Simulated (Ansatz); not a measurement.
Consider SnO in the litharge type structure (space group P4/nmm, No. 129; a = 3.770 Å, c = 4.560 Å; layered, stacked along the Cartesian z axis).

Method: Ansatz (a quantum-chemistry and plane-wave program) PBEsol-D3(BJ), without spin-orbit coupling.

Base values:

| Item | Result |
|---|---|
| Gap character | absent |
| Shortest interatomic distance | 2.211 Å |
| Band gap | zero |

One thing is altered: every Sn is replaced by Pb; the structure is relaxed again.

Task: What happens to the gap character?

Result: The gap character changes from absent to indirect, M–Γ (79 % along) → M.

Task: How does this affect the shortest interatomic distance?

Result: The shortest interatomic distance goes up by 0.098 Å, from 2.211 Å to 2.309 Å.

Task: What does the calculation give for the band gap after the change?

Result: The band gap goes from zero to 0.90 eV.

Spin-orbit coupling, missing from the scalar runs, can matter with Pb. Whether these cells are dynamically stable was not tested. The final runs are not spin-polarised. The zero or small gap of SnO can change with the level of theory.
